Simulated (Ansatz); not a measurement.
Base system: ZrS₂ in the CdI2 type structure (space group P-3m1, No. 164; a = 3.635 Å, c = 5.720 Å; layered, stacked along the Cartesian z axis). Axes: x lies along a and z along c of the hexagonal cell.

The values are results of PBE-D3(BJ) (Ansatz, a first-principles code; PAW; 420 eV plane waves; no spin-orbit coupling), not measurements.

Strains are applied to the cell and any free atomic positions relax; under biaxial strain the out-of-plane vector relaxes too.

One change was made to it. Results:

```tsv
quantity	base	after
smallest direct gap	1.41 eV	1.32 eV
volume per atom	21.81 Å³	22.34 Å³
```

**Question.** Which change produced these results?
A. biaxial strain +1.50 %, plane normal [001], relaxed out of plane
B. biaxial strain +0.50 %, plane normal [001], relaxed out of plane
C. biaxial strain −2.00 %, plane normal [001], relaxed out of plane
D. biaxial strain +1.00 %, plane normal [001], relaxed out of plane
E. biaxial strain +2.50 %, plane normal [001], relaxed out of plane

**Answer.** A, biaxial strain +1.50 %, plane normal [001], relaxed out of plane. For comparison, the volume per atom in the other runs: biaxial strain +1.00 %, plane normal [001], relaxed out of plane gives 22.17 Å³; biaxial strain +0.50 %, plane normal [001], relaxed out of plane gives 21.99 Å³; biaxial strain +2.50 %, plane normal [001], relaxed out of plane gives 22.68 Å³; biaxial strain −2.00 %, plane normal [001], relaxed out of plane gives 21.10 Å³.

Gaps are read on the SCF mesh and a high-symmetry path. No phonon test of stability was made.
